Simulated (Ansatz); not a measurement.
The reference is BP in the zinc blende structure (space group F-43m, No. 216; a = 4.5366 Å). Axes: x, y, z lie along the cube axes.

Modification: tensile biaxial strain of 1.63 % in the plane normal to [001], as in epitaxy on a mismatched substrate; the out-of-plane cell vector and the atoms relax.

Calculations: Ansatz (a quantum-chemistry and plane-wave program) r2SCAN, no spin-orbit coupling.

Give the band edges at the high-symmetry points of the new zone, measured from its valence-band maximum.


| point | valence edge (eV) | conduction edge (eV) |
|---|---|---|
| Γ | 0.00 | 3.32 |
| X | -4.31 | 1.49 |
| P | -5.77 | 5.83 |
| N | -1.84 | 3.73 |
| M | -4.58 | 1.22 |
| S | -4.01 | 1.98 |
| S₀ | -4.01 | 1.98 |
| R | -5.73 | 5.36 |
| G | -5.73 | 5.36 |

The gap is 1.09 eV, indirect, Γ → Γ–M (83 % along).

Whether these cells are dynamically stable was not tested. Labels are those of the standard path for the cell's own space group.
